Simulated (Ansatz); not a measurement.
Consider Pd in the fcc (Cu type) structure (space group Fm-3m, No. 225; a = 3.910 Å; relaxed with 0.1 eV smearing).

Structures relaxed with r2SCAN/PAW in Ansatz (a first-principles code), no SOC.

Base:

Simulated powder pattern, Mo Kα, λ = 0.71073 Å (kinematic, ideal powder, no thermal factors, no anomalous dispersion; the 14 strongest lines at most, above 2 %, up to 2θ = 40°):

| 2θ (°) | I/Imax (%) | hkl |
|---|---|---|
| 18.11 | 100 | (111) |
| 20.94 | 49 | (200) |
| 29.79 | 33 | (220) |
| 35.08 | 39 | (311) |
| 36.70 | 11 | (222) |

One thing is altered: every lattice vector is stretched by 2.00 %, atoms relaxed at fixed cell.

### Question
Predict the new powder pattern.

### Answer

Simulated powder pattern, Mo Kα, λ = 0.71073 Å (kinematic, ideal powder, no thermal factors, no anomalous dispersion; the 14 strongest lines at most, above 2 %, up to 2θ = 40°):

```json
[
 {"2θ (°)": "17.75", "I/Imax (%)": "100", "hkl": "(111)"},
 {"2θ (°)": "20.53", "I/Imax (%)": "50", "hkl": "(200)"},
 {"2θ (°)": "29.19", "I/Imax (%)": "34", "hkl": "(220)"},
 {"2θ (°)": "34.37", "I/Imax (%)": "39", "hkl": "(311)"},
 {"2θ (°)": "35.95", "I/Imax (%)": "11", "hkl": "(222)"}
]
```

The indices refer to the base's conventional cell; one index is shown for lines that coincide.

The cells carry an imposed strain or load. Stability against distortions was not tested. The final runs are not spin-polarised. Pd lies near a magnetic instability that expansion can trigger; it was not tested. Pd has a high density of states at the Fermi level and may be magnetic at this level.
